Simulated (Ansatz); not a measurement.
The parent structure is CuAu (space group P4/mmm, No. 123; a = 2.813 Å, c = 3.593 Å; relaxed with 0.1 eV smearing).

Computed with DFT with PBEsol, PAW potentials and a 420 eV plane-wave cutoff in Ansatz (an electronic-structure program), no spin-orbit coupling.

Strains are applied to the cell and any free atomic positions relax.

One change was made to it. Results:

The energy goes up by 30 meV/atom; the pressure (mean of the normal stresses, compression positive) goes from zero to 12.2 GPa.

Q: Name the change that was made.
A. isotropic strain −2.00 %
B. isotropic strain −1.00 %
C. isotropic strain −0.50 %

A: A, isotropic strain −2.00 %. For comparison, the energy relative to the base in the other runs: isotropic strain −0.50 % gives +1.7 meV/atom; isotropic strain −1.00 % gives +7.2 meV/atom.

No phonon test of stability was made. The final runs are not spin-polarised.
